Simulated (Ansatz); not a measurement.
Results of PBEsol (Ansatz, a quantum-chemistry and plane-wave program, plane waves, PAW) for LuMgNO (model structure, started from the LaZnOP type, P4/nmm, No. 129, 8 atoms in the cell).

Settings: plane-wave cutoff 520 eV, 8×8×4 k mesh (along the axes of the cell as run), Fermi–Dirac smearing 0.01 eV, scalar-relativistic PAW data made under PBE.

Cell (relaxed at this level):

LuMgNO is taken in the tetragonal space group P4/nmm, origin choice 1 (No. 129), Pearson symbol tP8. Conventional cell: a = b = 3.7014 Å, c = 7.5980 Å, α = β = γ = 90.00°. Lu on 2c is coordinated by 4 O at 2.150 Å. Mg on 2b sees 4 N at 2.107 Å (tetrahedral). N on 2c is coordinated by 4 Mg at 2.107 Å. O on 2a is coordinated by 4 Lu at 2.150 Å (tetrahedral). (Neighbours: up to the widest gap in distance over summed covalent radii, below 1.35, at either atom; cation-cation and far metal-metal contacts left out.)

Problem. Give the computed band gap and smallest direct gap on the k points sampled.

Solution. 
- band gap = 1.55 eV
- smallest direct gap on the k points sampled = 1.75 eV

Note: the relaxation could raise the start's symmetry but not lower it, so the cell can be a saddle point.

Spin–orbit coupling is not included.

Computing time: about 50 core-seconds (a rough figure).

A model structure was made by putting elements into a prototype or built by hand; it is no filed structure, need not be a known phase, and can be a saddle point held by its symmetry.
